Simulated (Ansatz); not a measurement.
Consider PbTe in the rock salt structure (space group Fm-3m, No. 225; a = 6.4420 Å).

Perturbation: every Te is replaced by S, then cell and atoms are relaxed.

Levels (all Ansatz, an electronic-structure program, PAW): PBEsol (420 eV, spin-orbit coupling left out); r2SCAN (500 eV, scalar-relativistic without spin-orbit coupling); HSE06 (420 eV, no spin-orbit coupling).

At the geometry relaxed with PBEsol, these levels gave the following band gaps, in shuffled order: (a) 0.55 eV, (b) 0.19 eV, (c) 0.72 eV.

Problem. Match each gap to its level.

Solution. (a) r2SCAN; (b) PBEsol; (c) HSE06.

Single points use the geometry relaxed with PBEsol. HSE06 gaps are upper bounds (no full band path). With Pb present, leaving out spin-orbit coupling can change the band edges. Whether these cells are dynamically stable was not tested. The zero or small gap of PbS can change with the level of theory.
